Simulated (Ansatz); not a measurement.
The parent structure is Se (space group P3_121, No. 152; a = 4.506 Å, c = 4.991 Å; made of chains).

Computed with Kohn–Sham DFT with the r2SCAN functional, run in Ansatz (an electronic-structure program) with PAW and 500 eV plane waves, no spin-orbit coupling.

Base values:

```
Quantity                      Result
-------------------  ---------------
Smallest direct gap          1.54 eV
Gap character        indirect, L → H
Volume per atom             29.25 Å³
```

One thing is altered: cell and atoms relaxed at a pressure of 3 GPa.

Problem. What does the calculation give for the smallest direct gap after the change?

Solution. The smallest direct gap falls by 0.63 eV (1.54 eV → 0.91 eV).

Problem. What does the calculation give for the gap character after the change?

Solution. The gap character goes from indirect, L → H to indirect, L–H (67 % along) → H.

Problem. How does this affect the volume per atom?

Solution. The volume per atom shrinks by 4.675 Å³ to 24.58 Å³.

Load acts through the strain it causes; cell and atoms are relaxed under it. Whether these cells are dynamically stable was not tested. No dispersion term is included, though the crystal is made of layers, chains or molecules, so its spacings can come out too wide.
